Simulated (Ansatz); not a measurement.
System: Rh2O3 (Pbcn, No. 60; cell taken from a computed entry). Method: r²SCAN+rVV10 (Ansatz, a program for electronic structure, plane waves, PAW).

Numerical settings: plane-wave cutoff 500 eV, 6×8×8 k mesh (along the axes of the cell as run), Fermi–Dirac smearing 0.05 eV, no spin polarisation, scalar-relativistic PAW data made under PBE.

Cell (relaxed at this level):

```cif
data_O12Rh8
_chemical_formula_sum 'Rh8 O12'
_space_group_name_H-M_alt 'Pbcn'
_space_group_IT_number 60
_space_group_name_Hall '-P 2n 2ab'
_cell_length_a 7.23905
_cell_length_b 5.16953
_cell_length_c 5.37585
_cell_angle_alpha 90.000
_cell_angle_beta 90.000
_cell_angle_gamma 90.000
loop_
_space_group_symop_operation_xyz
  'x, y, z'
  '-x, -y, -z'
  '-x+1/2, -y+1/2, z+1/2'
  'x+1/2, y+1/2, -z+1/2'
  'x+1/2, -y+1/2, -z'
  '-x+1/2, y+1/2, z'
  '-x, y, -z+1/2'
  'x, -y, z+1/2'
loop_
_atom_site_label
_atom_site_type_symbol
_atom_site_symmetry_multiplicity
_atom_site_Wyckoff_symbol
_atom_site_fract_x
_atom_site_fract_y
_atom_site_fract_z
_atom_site_occupancy
Rh1 Rh 8 d 0.39347 0.24974 0.03070 1
O1 O 4 c 0.00000 0.05093 0.25000 1
O2 O 8 d 0.34861 0.10607 0.38680 1
```

### Question
Give the computed band gap.

### Answer

- band gap: 1.01 eV (on the SCF k mesh)

Note: the relaxation could not lower the start's symmetry, so the cell can be a saddle point above a distorted one.

Spin–orbit coupling is not included.

The computed numbers hold no vibrational or temperature effects.
